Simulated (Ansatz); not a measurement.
The cell is built on a prototype and need not be the phase stable at ambient conditions.

By PBEsol, the system below comes out a metal.

Input:

```xyz
4
Lattice="4.6865 0.0000 0.0000 -2.3432 4.0586 0.0000 2.3432 1.3529 3.8265" Properties=species:S:1:pos:R:3 pbc="T T T"
Sn     0.0000     0.0000     0.0000
Nb     0.0000     2.7057     1.9132
Nb     2.3432     4.0586     2.8699
Nb     2.3432     1.3529     0.9566
```

Space group of this cell: Fm-3m. The cell was relaxed by PBE-D3(BJ).

The current flows along the normal of the first two printed cell vectors. No spin-orbit coupling; the value is a mean over 0.1 eV about the Fermi level.

Task: Compute, with PBEsol run with Ansatz (a quantum-chemistry and plane-wave program), the ballistic conductance per area.

Result: 0.83 × 10¹⁵ S/m² for both spins.
